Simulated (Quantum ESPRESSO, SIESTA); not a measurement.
A SIESTA input for a self-consistent single point of KCrCl₃ (P1, 5 atoms in the cell) (DFT, GGA PBEsol, numerical atomic orbitals TZP, PseudoDojo PBEsol standard norm-conserving potentials (rewritten from UPF to PSML)):

```
# files in the folder: K.psml Cr.psml Cl.psml (PseudoDojo PBEsol standard)
SystemName  KCrCl3
SystemLabel siesta

NumberOfAtoms                5
NumberOfSpecies              3
%block ChemicalSpeciesLabel
  1 19 K
  2 24 Cr
  3 17 Cl
%endblock ChemicalSpeciesLabel
LatticeConstant              4.977920 Ang
%block LatticeVectors
     1.000000000    0.000000000    0.000000000
     0.000000000    1.000000000    0.000000000
     0.000000000    0.000000000    0.998533524
%endblock LatticeVectors
AtomicCoordinatesFormat      ScaledCartesian
%block AtomicCoordinatesAndAtomicSpecies
    -0.013960000   -0.000840000    0.995595838  1
     0.501033000    0.482214000    0.488194024  2
     0.508736000    0.004313000    0.472106650  3
     0.015145000    0.509587000    0.487939398  3
     0.489047000    0.504726000    0.988711948  3
%endblock AtomicCoordinatesAndAtomicSpecies

XC.functional                GGA
XC.authors                   PBEsol
PAO.BasisSize                TZP
PAO.EnergyShift              0.01 Ry
MeshCutoff                   300 Ry
%block kgrid.MonkhorstPack
    5   0   0  0.0
    0   5   0  0.0
    0   0   5  0.0
%endblock kgrid.MonkhorstPack
OccupationFunction           FD
ElectronicTemperature        136.0 meV
Spin                         polarized
%block DM.InitSpin
  1 +0.00
  2 +3.00
  3 +0.00
  4 +0.00
  5 +0.00
%endblock DM.InitSpin

MaxSCFIterations             150
SCF.Mixer.Method             Pulay
SCF.Mixer.Weight             0.1
SCF.Mixer.History            6
SCF.DM.Tolerance             1.0E-05
Diag.ParallelOverK           true
WriteForces                  true
Charge.Mulliken              end
```

Give the Quantum ESPRESSO input for the same structure, mesh, smearing and functional.

This is the input that was run; spellings and numerical settings could be chosen otherwise.

```fortran
&control
    calculation = 'scf'
    prefix = 'kcrcl3'
    outdir = './out'
    pseudo_dir = './'
    tprnfor = .true.
    tstress = .true.
/
&system
    ibrav = 0
    nat = 5
    ntyp = 3
    ecutwfc = 50
    ecutrho = 400
    occupations = 'smearing'
    smearing = 'fermi-dirac'
    degauss = 0.0099958
    nspin = 2
    starting_magnetization(2) = 0.214
/
&electrons
    conv_thr = 1.0d-10
    mixing_beta = 0.3
/
ATOMIC_SPECIES
K     39.0983  k_pbesol_v1.4.uspp.F.UPF
Cr    51.9961  cr_pbesol_v1.5.uspp.F.UPF
Cl    35.4500  cl_pbesol_v1.4.uspp.F.UPF
ATOMIC_POSITIONS crystal
K    -0.0139600000   -0.0008400000    0.9970580000
Cr    0.5010330000    0.4822140000    0.4889110000
Cl    0.5087360000    0.0043130000    0.4728000000
Cl    0.0151450000    0.5095870000    0.4886560000
Cl    0.4890470000    0.5047260000    0.9901640000
K_POINTS automatic
5 5 5  0 0 0
CELL_PARAMETERS angstrom
   4.9779200000     0.0000000000     0.0000000000
   0.0000000000     4.9779200000     0.0000000000
   0.0000000000     0.0000000000     4.9706200000
```

Basis settings and potentials, where a program has them, do not carry over. This input uses DFT, PBEsol, plane waves, GBRV 1.5 ultrasoft (PBESOL) pseudopotentials.

The starting cell comes from a database of computed structures (which also holds hypothetical and non-ambient phases and stackings), without a prior relaxation at this level. For this run, on top of that: atoms moved at random.
